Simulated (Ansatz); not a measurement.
Defect: interstitial Na in beta Ga2O3, charge state +1. Calculation: PBE, PAW (plane waves to 420 eV; Ansatz, a quantum-chemistry and plane-wave program).

160-site cell at the relaxed PBE lattice, the Γ point alone, smearing 0.01 eV, spin-restricted, no finite-size correction. Energies are static. The charge state is imposed; whether it is stable for some Fermi level was not computed. Sites that were not tried may lie lower. The start lies 0.86 eV above the lowest site run (PBE).

Barriers: single points on a 2×2×2 k-point mesh shifted by half a step at the bands' geometries.

The step: a concerted move, in which Na travels most. Atoms about the jump, Cartesian Å from the middle of the jump, before and after:

```csv
atom,x0,y0,z0,x1,y1,z1
Na1,0.00,1.54,0.00,0.00,-1.54,0.00
O2,-0.20,0.07,1.54,-0.20,-0.07,1.54
O3,0.20,0.07,-1.54,0.20,-0.07,-1.54
O4,-2.04,-1.52,-0.35,-2.09,-1.54,-0.46
O5,-2.09,1.54,-0.46,-2.04,1.52,-0.35
O6,2.04,-1.52,0.35,2.09,-1.54,0.46
O7,2.09,1.54,0.46,2.04,1.52,0.35
Ga8,-0.73,-1.54,-1.74,-0.97,-1.54,-2.04
Ga9,-0.97,1.54,-2.04,-0.73,1.54,-1.74
Ga10,0.73,-1.54,1.74,0.97,-1.54,2.04
Ga11,0.97,1.54,2.04,0.73,1.54,1.74
Ga12,-2.24,-0.03,1.08,-2.24,0.03,1.08
Ga13,2.24,-0.03,-1.08,2.24,0.03,-1.08
O14,-0.27,-3.07,1.41,-0.20,-3.01,1.54
O15,-0.19,3.01,1.54,-0.27,3.07,1.41
O16,0.27,-3.07,-1.41,0.19,-3.01,-1.54
O17,0.20,3.01,-1.54,0.27,3.07,-1.41
O18,-2.54,-1.54,2.24,-2.55,-1.54,2.19
O19,-2.55,1.54,2.19,-2.54,1.54,2.24
O20,2.54,-1.54,-2.24,2.55,-1.54,-2.19
O21,2.55,1.54,-2.19,2.54,1.54,-2.24
Ga22,-2.21,-3.09,1.06,-2.24,-3.11,1.08
Ga23,-2.24,3.11,1.08,-2.21,3.09,1.06
Ga24,2.21,-3.09,-1.06,2.24,-3.11,-1.08
Ga25,2.24,3.11,-1.08,2.21,3.09,-1.06
```

Problem. Where do these atoms stand at the saddle point, and how high is it?

Solution. 
```
atom      x      y      z
----  -----  -----  -----
Na1   -0.04   0.00   0.00
O2    -0.26   0.00   1.94
O3     0.27   0.00  -1.92
O4    -1.98  -1.49  -0.36
O5    -1.98   1.48  -0.36
O6     1.98  -1.48   0.36
O7     1.98   1.49   0.36
Ga8   -0.80  -1.59  -1.89
Ga9   -0.80   1.59  -1.89
Ga10   0.81  -1.59   1.89
Ga11   0.81   1.59   1.89
Ga12  -2.39   0.00   1.21
Ga13   2.37   0.00  -1.19
O14   -0.24  -3.06   1.44
O15   -0.24   3.06   1.44
O16    0.25  -3.06  -1.44
O17    0.25   3.06  -1.44
O18   -2.59  -1.57   2.26
O19   -2.59   1.57   2.26
O20    2.59  -1.57  -2.26
O21    2.59   1.57  -2.25
Ga22  -2.18  -3.08   1.05
Ga23  -2.18   3.09   1.05
Ga24   2.18  -3.09  -1.05
Ga25   2.18   3.08  -1.05
```
It lies 0.78 eV above the start and 0.78 eV above the end. The saddle point's order was not checked, and it lies on a symmetry element of the cell, where a band can be held.
